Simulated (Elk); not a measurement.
# A self-consistent single point of La3Pb (Pm-3m, 4 atoms in the cell) with Elk

Level of theory: Elk with PBEsol, all-electron FP-LAPW, Elk's shipped species files, APW+lo basis with extra local orbitals.

This input was run:

```
tasks
  0

xctype
  22

tforce
  .true.

rgkmax
  8.0

gmaxvr
  18.0

lmaxapw
  10

lmaxo
  8

nxlo
  2

lorbcnd
  .true.

lradstp
  2

nrmtscf
  2.0

lmaxi
  4

swidth
  0.00367493

maxscl
  100

scale
  9.5124051

avec
    1.0000000000    0.0000000000    0.0000000000
    0.0000000000    1.0000000000    0.0000000000
    0.0000000000    0.0000000000    1.0000000000

sppath
  './'

atoms
  2
  'La.in'
  3
  0.5000000000  0.5000000000  0.0000000000    0.0 0.0 0.0
  0.0000000000  0.5000000000  0.5000000000    0.0 0.0 0.0
  0.5000000000  0.0000000000  0.5000000000    0.0 0.0 0.0
  'Pb.in'
  1
  0.0000000000  0.0000000000  0.0000000000    0.0 0.0 0.0

ngridk
  9 9 9
```

Output, abridged:

```
│ Elk code version 10.2.4 │

All units are atomic (Hartree, Bohr, etc.)

│ Ground-state run starting from atomic densities │

Lattice vectors :
   9.512405100       0.000000000       0.000000000
   0.000000000       9.512405100       0.000000000
   0.000000000       0.000000000       9.512405100

Unit cell volume      :    860.7380685
Brillouin zone volume :   0.2881831564

Muffin-tin inner radius fraction :   0.1000000000E-01

Nuclei treated as point charges

Species :    1 (La)
 parameters loaded from : La.in
 name : lanthanum
 nuclear charge    :   -57.00000000
 electronic charge :    57.00000000
 atomic mass :    253209.2364
 muffin-tin radius :    2.800000000
 number of radial points in muffin-tin :   1399
 atomic positions (lattice), magnetic fields (Cartesian) :
   1 :   0.50000000  0.50000000  0.00000000    0.00000000  0.00000000  0.00000000
   2 :   0.00000000  0.50000000  0.50000000    0.00000000  0.00000000  0.00000000
   3 :   0.50000000  0.00000000  0.50000000    0.00000000  0.00000000  0.00000000

Species :    2 (Pb)
 parameters loaded from : Pb.in
 name : lead
 nuclear charge    :   -82.00000000
 electronic charge :    82.00000000
 atomic mass :    377702.4940
 muffin-tin radius :    2.800000000
 number of radial points in muffin-tin :   1399
 atomic positions (lattice), magnetic fields (Cartesian) :
   1 :   0.00000000  0.00000000  0.00000000    0.00000000  0.00000000  0.00000000

Total number of atoms per unit cell :    4

Spin treatment :
 spin-unpolarised

Number of Bravais lattice symmetries :   48
Number of crystal symmetries         :   48
Crystal has inversion symmetry
Real symmetric eigensolver will be used

k-point grid :      9     9     9
k-point offset :    0.000000000       0.000000000       0.000000000
k-point set is reduced with full crystal symmetry group
Total number of k-points :       35

Muffin-tin radius times maximum |G+k| :    8.000000000
 using average radius
   [... lines left out ...]
Maximum |G| for potential and density :    18.00000000
 potential will be trimmed for |G| > 2 gkmax
Constant for pseudocharge density :   13
Radial integration step length :    2

G-vector grid sizes :     56    56    56
Number of G-vectors :    84823

Maximum angular momentum used for
 APW functions                      :   10
 outer part of muffin-tin           :    8
 inner part of muffin-tin           :    4

Total nuclear charge    :   -253.0000000
Total core charge       :    206.0000000
Total valence charge    :    47.00000000
Total excess charge     :    0.000000000
Total electronic charge :    253.0000000

Effective Wigner radius, rₛ :   0.9330121377

Number of empty states         :   16
Total number of valence states :   40
Total number of core states    :  206

Conduction state local-orbitals added automatically
Total number of local-orbitals :  442

Exchange-correlation functional :     22     0     0
 PBEsol, Phys. Rev. Lett. 100, 136406 (2008)
 gradient requirement :    1
 generalised gradient approximation (GGA)

Smearing type :    3
 Fermi-Dirac
Smearing width :   0.3674930000E-02
Effective electronic temperature (K) :    1160.451112

Mixing type :    3
 Broyden mixing, J. Phys. A: Math. Gen. 17, L317 (1984)

Kohn-Sham potential initialised from atomic data
│ Self-consistent loop started │
│ Loop number : 1 │
 total energy                :     -46427.3813835
│ Loop number : 2 │
 total energy                :     -46427.4587768
RMS change in Kohn-Sham potential (target) :   0.1071990927     (  0.1000000000E-05)
Absolute change in total energy (target)   :   0.7739332499E-01 (  0.1000000000E-03)
│ Loop number : 3 │
 total energy                :     -46426.8968102
RMS change in Kohn-Sham potential (target) :   0.1028411795     (  0.1000000000E-05)
Absolute change in total energy (target)   :   0.5426182733     (  0.1000000000E-03)
│ Loop number : 4 │
 total energy                :     -46420.9337022
RMS change in Kohn-Sham potential (target) :   0.7589079246E-01 (  0.1000000000E-05)
Absolute change in total energy (target)   :    6.098762599     (  0.1000000000E-03)
│ Loop number : 5 │
 total energy                :     -46411.6197421
RMS change in Kohn-Sham potential (target) :   0.2826329039E-01 (  0.1000000000E-05)
Absolute change in total energy (target)   :    10.83865076     (  0.1000000000E-03)
   [... lines left out ...]
Absolute change in total energy (target)   :   0.1534998267E-01 (  0.1000000000E-03)
│ Loop number : 12 │
 total energy                :     -46406.3604347
RMS change in Kohn-Sham potential (target) :   0.1176986913E-05 (  0.1000000000E-05)
Absolute change in total energy (target)   :   0.4614891513E-02 (  0.1000000000E-03)
│ Loop number : 13 │
 total energy                :     -46406.3602096
RMS change in Kohn-Sham potential (target) :   0.1482073558E-06 (  0.1000000000E-05)
Absolute change in total energy (target)   :   0.1378899557E-02 (  0.1000000000E-03)
│ Loop number : 14 │
 total energy                :     -46406.3602249
RMS change in Kohn-Sham potential (target) :   0.6314811526E-07 (  0.1000000000E-05)
Absolute change in total energy (target)   :   0.3294079288E-03 (  0.1000000000E-03)
│ Loop number : 15 │
 total energy                :     -46406.3602248
RMS change in Kohn-Sham potential (target) :   0.2291433478E-07 (  0.1000000000E-05)
Absolute change in total energy (target)   :   0.8243195043E-04 (  0.1000000000E-03)
Convergence targets achieved

│ Loop number : 16 │

Energies :
 Fermi                       :     0.336839533839
 sum of eigenvalues          :     -28647.1050776
 electron kinetic            :      51629.3110797
 core electron kinetic       :      51335.9151693
 Coulomb                     :     -97048.2859274
 Coulomb potential           :     -78976.8692378
 nuclear-nuclear             :     -3262.48731464
 electron-nuclear            :     -108594.727988
 Hartree                     :      14808.9293750
 Madelung                    :     -57559.8513085
 xc potential                :     -1299.54691956
 exchange                    :     -971.116606229
 correlation                 :     -16.2626943241
 electron entropic           :    -0.608166380483E-02
 total energy                :     -46406.3602299

Density of states at Fermi energy :    138.1298672
 (states/Hartree/unit cell)

Estimated indirect band gap :   0.1392479510E-02
 from k-point     10 to k-point     25
Estimated direct band gap   :   0.4456626168E-02
 at k-point     13

Charges :
 core                        :    206.0000000
 valence                     :    47.00000000
 interstitial                :    8.336722466
 muffin-tins (core leakage)
  species :    1 (La)
   atom    1                 :    54.69726493     (  0.2252527681E-03)
   atom    2                 :    54.69726493     (  0.2252527681E-03)
   atom    3                 :    54.69726493     (  0.2252527681E-03)
  species :    2 (Pb)
   atom    1                 :    80.57148274     (  0.1207187906E-02)
 total in muffin-tins        :    244.6632775
 total calculated charge     :    252.9981090
 total charge                :    253.0000000
 error                       :   0.1890998826E-02

│ Self-consistent loop stopped │

Forces :
 species :    1 (La)
  atom :    1
   Hellmann-Feynman          :     0.00000000    0.00000000    0.00000000
   IBS                       :    -0.00000000    0.00000000    0.00000000
   total force               :     0.00000000    0.00000000    0.00000000
   total magnitude           :     0.00000000
  atom :    2
   Hellmann-Feynman          :    -0.00000000    0.00000000    0.00000000
   IBS                       :     0.00000000    0.00000000    0.00000000
   total force               :     0.00000000    0.00000000    0.00000000
   total magnitude           :     0.00000000
  atom :    3
   Hellmann-Feynman          :    -0.00000000    0.00000000    0.00000000
   IBS                       :     0.00000000    0.00000000    0.00000000
   total force               :     0.00000000    0.00000000    0.00000000
   total magnitude           :     0.00000000
 species :    2 (Pb)
  atom :    1
   Hellmann-Feynman          :    -0.00000000    0.00000000    0.00000000
   IBS                       :     0.00000000    0.00000000    0.00000000
   total force               :     0.00000000    0.00000000    0.00000000
   total magnitude           :     0.00000000
```

The run converged in 16 iterations. The count includes the last loop, which Elk runs after its targets are met.

The starting cell comes from a database of computed structures (which also holds hypothetical and non-ambient phases and stackings), without a prior relaxation at this level. Its lattice was rescaled by a random factor within 2.5 % of one. Spin-orbit coupling is off. Values depend on the basis (sphere radii, cutoffs, local orbitals), which need not be converged. The log's line on a gap gives a spacing of levels on this mesh, which the program prints for metals too.

Cost on one core of a shared machine: roughly 7 min.
